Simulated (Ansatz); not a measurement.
## A computed series for MgS: response to strain

The reference is MgS in the rock salt structure (space group Fm-3m, No. 225; a = 5.203 Å). Axes: x, y, z lie along the cube axes.

Strains are applied to the cell and any free atomic positions relax; under biaxial strain the out-of-plane vector relaxes too.

Level of theory: r2SCAN (Ansatz, a program for electronic structure; PAW; 500 eV plane waves; scalar-relativistic without spin-orbit coupling).

Notes on the quantities. energy relative to the base: free energy F.

```json
[
 {"biaxial strain, plane normal [001], relaxed out of plane (%)": "-3", "energy relative to the base (meV/atom)": "19.0"},
 {"biaxial strain, plane normal [001], relaxed out of plane (%)": "-2.5", "energy relative to the base (meV/atom)": "12.9"},
 {"biaxial strain, plane normal [001], relaxed out of plane (%)": "-2", "energy relative to the base (meV/atom)": "8.1"},
 {"biaxial strain, plane normal [001], relaxed out of plane (%)": "-1.5", "energy relative to the base (meV/atom)": "4.5"},
 {"biaxial strain, plane normal [001], relaxed out of plane (%)": "-1", "energy relative to the base (meV/atom)": "?"},
 {"biaxial strain, plane normal [001], relaxed out of plane (%)": "-0.5", "energy relative to the base (meV/atom)": "0.5"},
 {"biaxial strain, plane normal [001], relaxed out of plane (%)": "0", "energy relative to the base (meV/atom)": "0.0"}
]
```

Task: Fit ΔE = Aε² + Bε³ (ε in %) to the rows shown and predict the withheld row.

Result: Least squares on the printed values gives A = 1.86 and B = -0.082 meV/atom (largest residual 0.0 meV/atom); this predicts 1.9 meV/atom, and the run gives 1.9 meV/atom, in agreement.

No phonon test of stability was made.
